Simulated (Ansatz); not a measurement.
Phonon-limited transport in Ca3TlN (Pm-3m)

Data:

```
CELL_PARAMETERS angstrom
      4.87653     0.00000     0.00000
      0.00000     4.87653     0.00000
      0.00000     0.00000     4.87653
ATOMIC_POSITIONS crystal
  Ca 0.50000 0.50000 0.00000
  Ca 0.00000 0.50000 0.50000
  Ca 0.50000 0.00000 0.50000
  Tl 0.00000 0.00000 0.00000
  N  0.50000 0.50000 0.50000
```

Calculation: PBEsol, DFPT electron-phonon coupling, linearised Boltzmann equation (plane waves, PAW, scalar-relativistic; Ansatz, a program for electronic structure). How the cell was made: relaxed with this functional, without spin-orbit coupling.

```json
{
 "resistivity at 300 K": "39 μΩ·cm",
 "resistivity at 77 K": "7.4 μΩ·cm",
 "electron mean free path at 300 K (weighted by the current that each state carries)": "5.0 nm",
 "Hall coefficient at 300 K": "37 ×10⁻¹¹ m³/C"
}
```

A metal at this level (no band gap). Only scattering by harmonic phonons is included (no impurities, grain boundaries, electron-electron scattering or thermal expansion). Spin-orbit coupling is left out, which matters with elements this heavy. The squared frequency of the phonon mode least converged on the k mesh is uncertain by about 10 %. The run warned that the eigensolver left some states short of its tolerance. Halving the electron mesh (20x20x20) moves the resistivity by up to 7 % at 300 K, the mean free path by up to 8 %. Smearing 0.20 eV; phonons on a 3x3x3 q mesh, which this run doesn't test and which matters most at low temperature.

Computed structure with no diffraction record at hand here (it may be known, metastable or hypothetical): Ca3TlN (Pm-3m).
